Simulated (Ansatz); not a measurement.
Take CsPbCl₃ in the cubic perovskite structure (space group Pm-3m, No. 221; a = 5.6731 Å) as the base.

The values are results of r2SCAN (Ansatz, a program for electronic structure), no spin-orbit coupling, not measurements.

One change was made to it. Results:

The lattice parameter a goes up by 0.372 bohr to 11.093 bohr; the band gap increases by 0.37 eV, from 2.46 eV to 2.83 eV; the electron mass (degenerate bands, along [100]) becomes 0.14, 1.0, 1.0 mₑ (at R) (base: 0.12, 0.88, 0.88 mₑ (at R)); the width of the top valence band shrinks by 0.728 eV to 1.74 eV.

What was done to the base?
A. pressure −2 GPa
B. pressure 3 GPa
C. pressure −1 GPa
D. pressure 5 GPa
E. pressure 0.3 GPa

A, pressure −2 GPa. For comparison, the band gap in the other runs: pressure 5 GPa gives 1.69 eV; pressure 3 GPa gives 1.97 eV; pressure −1 GPa gives 2.64 eV; pressure 0.3 GPa gives 2.40 eV.

With Pb present, leaving out spin-orbit coupling can change the band edges. Load acts through the strain it causes; cell and atoms are relaxed under it. Effective masses come from finite differences of ±0.01 Å⁻¹. Whether these cells are dynamically stable was not tested. Competing high-pressure phases were not computed. Many cubic perovskites are stable only at high temperature; tilts and polar distortions were not tested. This is not the structure that CsPbCl3 has at room temperature and ambient pressure.
